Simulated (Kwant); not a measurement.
System: wire with a side stub in a GaAs two-dimensional gas. Effective mass 0.067 mₑ, grid spacing 3.3 nm, hard walls, nominal width 80 nm (25 grid rows, so walls 85.8 nm apart), one parabolic valley, scattering region 240 nm long along x; energies count from the band bottom; Fermi energy swept from 0.00070155 to 0.0083309 eV. Closed stub on one side, 90 nm wide and 140 nm deep.

The device is made up for the run: typed textbook-type constants, with dimensions and the other settings drawn at random.

Computed with Kwant: effective-mass tight-binding model on a square grid, one spin, coherent transport at 0 K. Conductance is in e²/h.

**Question.** How many channels do the leads carry at E = 4.10, 5.25 meV?

**Answer.** The hard-wall thresholds are n² ħ²π²/(2mW²) = n² × 0.762 meV with W = 85.8 nm. √(4.10/0.762) = 2.32, so 2. √(5.25/0.762) = 2.63, so 2.
